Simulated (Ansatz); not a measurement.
**Short convergence ladders for ScAl (P4mm, 2 atoms in the cell)**

```
CELL_PARAMETERS angstrom
      3.38046     0.00000     0.00000
      0.00000     3.38046     0.00000
      0.00000     0.00000     3.38046
ATOMIC_POSITIONS crystal
  Sc 0.50000 0.50000 0.51479
  Al 0.00000 0.00000 0.00000
```

Base method: PBEsol, default PAW files made with PBE (plane waves; Ansatz, a program for electronic structure).

Base settings: basis.ecutwfc = 420 eV; kpoints.mp_grid.grid = 10 10 10; hamiltonian.xc = pbesol; hamiltonian.pseudopotentials = {kind: paw} (the program's default PAW files); scf.occupations.method = fermi_dirac; scf.occupations.width = 0.1 eV.

The count of work is k-points × plane waves × bands × iterations; it is no time. 

**The cutoff for other potential files**

Level: DFT, PBEsol, plane waves, harder PAW files (source: ansatz) made with PBE.

In this ladder: hamiltonian.pseudopotentials = {kind: paw, source: ansatz}.

The second cell is the first with its lattice scaled by 0.98.

The mesh stays at the base's, so the ladder's end is converged at best in this setting alone.

The first pressure column holds Ansatz's estimate of the finite-basis (Pulay) stress, which hides part of the cutoff error; the other is without it.

Only quantities that move along the ladder and can be compared are tabulated.

| basis.ecutwfc | free energy less the last step's (meV/atom) | energy of the compressed cell less the first (meV/atom) | pressure (GPa) | pressure without the Pulay estimate (GPa) | count of work / last |
|---|---|---|---|---|---|
| 405 eV | 1903.79 | -9.01 | -2.44 | -87.60 | 0.11 |
| 495 eV | 299.85 | -1.57 | -2.35 | -19.94 | 0.12 |
| 630 eV | 11.90 | 0.23 | -2.31 | -3.43 | 0.20 |
| 765 eV | 0.64 | 0.24 | -2.30 | -2.32 | 0.28 |
| 900 eV | 0.45 | 0.24 | -2.30 | -2.31 | 0.36 |
| 1080 eV | 0.26 | 0.24 | -2.30 | -2.31 | 0.47 |
| 1350 eV | 0.09 | 0.23 | -2.30 | -2.31 | 0.66 |
| 1800 eV | 0.00 | 0.24 | -2.30 | -2.31 | 1.0 |

Coarsest basis.ecutwfc that holds the free energy within 5 meV/atom of the last step, with all finer ones: 765 eV, at 0.28 of the last step's count of work; the step before is off by 12 meV/atom.

Coarsest basis.ecutwfc that holds the energy of the compressed cell less the first within 1 meV/atom of the last step, with all finer ones: 630 eV, at 0.20 of the last step's count of work; the step before is off by 1.8 meV/atom.

Coarsest basis.ecutwfc that holds the pressure within 0.1 GPa of the last step, with all finer ones: 495 eV, at 0.12 of the last step's count of work; the step before is off by 0.14 GPa.

The energy difference between the two cells stays within 1 meV/atom of the last step's from 630 eV on, the total only from 765 eV on: much of the error is common to both cells and cancels.

At the lowest cutoff the pressure without the Pulay estimate lies 85.3 GPa under the last step's, the usual sign of Pulay stress in an incomplete plane-wave basis.

**The relaxed cell against the cutoff**

On ScAl (Pm-3m, 2 atoms in the cell): atoms on their sites.

In this ladder: relax = cell and atoms.

The mesh stays at the base's, so the ladder's end is converged at best in this setting alone.

Only quantities that move along the ladder and can be compared are tabulated.

| basis.ecutwfc | relaxed volume (Å³/atom) | relaxation steps |
|---|---|---|
| 210 eV | 18.896 | 14 |
| 250 eV | 18.982 | 11 |
| 295 eV | 18.748 | 9 |
| 355 eV | 18.726 | 7 |
| 420 eV | 18.728 | 5 |
| 505 eV | 18.725 | 5 |
| 630 eV | 18.725 | 5 |
| 840 eV | 18.725 | 5 |

Coarsest basis.ecutwfc that holds the relaxed volume within 0.094 Å³/atom of the last step, with all finer ones: 295 eV; the step before is off by 0.26 Å³/atom.

At the lowest cutoff the cell relaxes to a volume 0.9 % larger than at the highest. Ansatz relaxes on a stress corrected for the finite basis.

On the base run: the starting cell comes from a database of computed structures (which also holds hypothetical and non-ambient phases and stackings), without a prior relaxation at this level. Its lattice was rescaled by up to half a per cent. One atom was moved a little off its site on purpose.

Keys are those of Ansatz 0.2.
